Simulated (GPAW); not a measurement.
Worked example: self-consistent single point of Mg₃Sn (I4/mmm, 4 atoms in the cell) in GPAW.

Method: PBEsol, GPAW PAW datasets PBEsol (made by gpaw-setup) (plane waves; GPAW).

The change in words: lattice scaled by 0.98. Reference geometry:
```
Mg3Sn
1.0
   -2.23151     2.23151     4.49982
    2.23151    -2.23151     4.49982
    2.23151     2.23151    -4.49982
Mg Sn
3 1
Direct
  0.50000   0.50000   0.00000
  0.25000   0.75000   0.50000
  0.75000   0.25000   0.50000
  0.00000   0.00000   0.00000
```

Reference input (self-consistent single point, DFT PBEsol, plane waves, GPAW PAW datasets PBEsol (made by gpaw-setup)): mode = pw; ecut = 800 eV; xc = PBEsol; kpts = 8 8 8; mesh shift (steps) = 0 0 0; occupations.name = methfessel-paxton; occupations.width = 0.272 eV; occupations.order = 0; nbands = -10; convergence.density = 1e-05 e/electron; symmetry.symmorphic = false; symmetry.tolerance = 0.0005. This run's input differs from it in these lines:

```diff
@@ -5,5 +5,5 @@
 atoms = Atoms(['Mg', 'Mg', 'Mg', 'Sn'],
-              cell=[[-2.231515, 2.231515, 4.499820],
-                    [2.231515, -2.231515, 4.499820],
-                    [2.231515, 2.231515, -4.499820]],
+              cell=[[-2.186885, 2.186885, 4.409824],
+                    [2.186885, -2.186885, 4.409824],
+                    [2.186885, 2.186885, -4.409824]],
               scaled_positions=[[0.500000, 0.500000, 0.000000],
```

Output (repeated stretches shortened):

```
     iter     time        total  log10-change:
                         energy   eigst   dens
iter:   1 --:--:--   -10.511034
iter:   2 --:--:--   -10.557757   -0.56  -1.55
iter:   3 --:--:--   -10.483424   -1.24  -1.58
iter:   4 --:--:--   -10.492239   -1.98  -2.00
iter:   5 --:--:--   -10.489317c  -2.38  -2.11
iter:   6 --:--:--   -10.484526c  -3.51  -2.63
iter:   7 --:--:--   -10.483428c  -4.33  -2.99
iter:   8 --:--:--   -10.483252c  -5.03  -3.22
iter:   9 --:--:--   -10.483292c  -6.29  -3.43
iter:  10 --:--:--   -10.483254c  -5.34  -3.42
iter:  11 --:--:--   -10.483208c  -6.25  -3.96
iter:  12 --:--:--   -10.483210c  -7.46c -4.44
iter:  13 --:--:--   -10.483213c  -8.08c -4.44
iter:  14 --:--:--   -10.483207c  -7.36  -4.47
iter:  15 --:--:--   -10.483197c  -7.14  -4.58
iter:  16 --:--:--   -10.483200c  -8.37c -4.85
iter:  17 --:--:--   -10.483199c  -9.91c -4.83
iter:  18 --:--:--   -10.483198c  -9.04c -4.82
iter:  19 --:--:--   -10.483199c  -9.25c -4.84
iter:  20 --:--:--   -10.483200c  -9.35c -4.85
iter:  21 --:--:--   -10.483198c  -8.58c -4.87
iter:  22 --:--:--   -10.483198c  -9.22c -5.04c
Converged after 22 iterations.

Dipole moment: (-0.000000, 0.000000, -0.000000) |e|*Ang

Energy contributions relative to reference atoms: (reference = -184248.959340)

Kinetic:         +3.626970
Potential:       +2.261982
External:        +0.000000
XC:             -16.231882
Entropy (-ST):   -0.057663
Local:           -0.111437
SIC:             +0.000000
--------------------------
Free energy:    -10.512030
Extrapolated:   -10.483198

Showing only first 2 kpts
 Kpt  Band  Eigenvalues  Occupancy
  0    20      5.01125    1.99669
  0    21      5.01125    1.99669
  0    22      6.73956    0.00000
  0    23      6.95716    0.00000

  1    20      4.18565    2.00000
  1    21      5.41632    1.59407
  1    22      5.46821    1.42538
  1    23      6.12623    0.00424

Fermi level: 5.57616

No gap
No difference between direct/indirect transitions
Energy (eV): -10.483198

Forces in eV/Ang:
  0 Mg    0.00000    0.00000    0.00000
  1 Mg    0.00000    0.00000    0.00000
  2 Mg    0.00000    0.00000    0.00000
  3 Sn    0.00000   -0.00000   -0.00000

Stress tensor:
    -0.016076    -0.000000     0.000000
    -0.000000    -0.016076     0.000000
     0.000000     0.000000    -0.018381
Stress (GPa, Voigt): [-2.5757 -2.5757 -2.9449  0.      0.     -0.    ]
```

The run converged in 22 iterations. GPAW prints stress with tension positive. Against the reference run the free energy goes up by 9.3 meV/atom and the pressure goes from -0.30 to 2.70 GPa.

The starting cell comes from a database of computed structures (which also holds hypothetical and non-ambient phases and stackings), without a prior relaxation at this level. For this run, on top of that: lattice scaled by 0.98.

Cost on one core of a shared machine: roughly 3 min.
